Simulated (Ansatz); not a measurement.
GaP under load (space group F-43m), PBE with spin-orbit coupling, rigid bands in Ansatz (a first-principles code). Condition of this run: hydrostatic pressure of -2.8 GPa (compression positive) (the target of the relaxation). Band gap 1.56 eV, N_c = 2.54e19 cm⁻³ and N_v = 2.38e19 cm⁻³ at 300 K, conductivity masses of 0.216 mₑ (electrons) and 0.507 mₑ (holes). Take k_BT = 0.02585 eV.

Task: What built-in voltage has an abrupt junction with N_A = 1e17 and N_D = 1e18 cm⁻³, all dopants ionised?

Result: V_bi = E_g/e − (k_BT/e) ln(N_c N_v/(N_A N_D)) = 1.56 − 0.02585 × 8.71 = 1.33 V, for the computed gap.

Task: A film of it is 8 nm thick. Estimate the confinement energies in an infinite well.

Result: ħ²π²/(2m t²) = 0.376 eV·nm²/(m/mₑ × t²) gives 27.2 meV for electrons and 11.6 meV for holes, so the gap would widen to about 1.60 eV. Finite barriers and nonparabolic bands lower this, and with several valleys or bands the heaviest mass along the normal sets the lowest level, not this average.

Task: Find the intrinsic carrier density and the intrinsic Fermi level.

Result: n_i = √(N_c N_v) exp(−E_g/2k_BT) = 2.46e19 × exp(−30.17) = 1.9e6 cm⁻³. The level lies (k_BT/2) ln(N_v/N_c) = -1 meV from mid-gap (positive towards the conduction band). Each 0.1 eV added to the gap lowers n_i by a factor of 6.9.

Rigid bands with the computed gap; masses take one relaxation time for all states. Geometry: cell and atoms relaxed with PBEsol.
